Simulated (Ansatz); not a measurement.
How the enthalpy of formation of YGe (model structure, started from the NbAs type, I4₁/amd, No. 141, 4 atoms in the cell) moves with the method

No measured value is used here.

| level (code) | value (eV/atom) |
|---|---|
| PBE (Ansatz) | (withheld) |
| PBEsol (Ansatz) | -0.770 |
| PBE-D3(BJ) (Ansatz) | -0.784 |

**Question.** What belongs in the gaps?

**Answer.** 
- PBE (Ansatz, a quantum-chemistry and plane-wave program), value (eV/atom): -0.713

Each level is taken at its own relaxed cell. Ansatz's density-functional and Hartree–Fock values are scalar-relativistic unless marked +SOC, with PAW data made under PBE.

A model structure was made by putting elements into a prototype or built by hand; it is no filed structure, need not be a known phase, and can be a saddle point held by its symmetry.
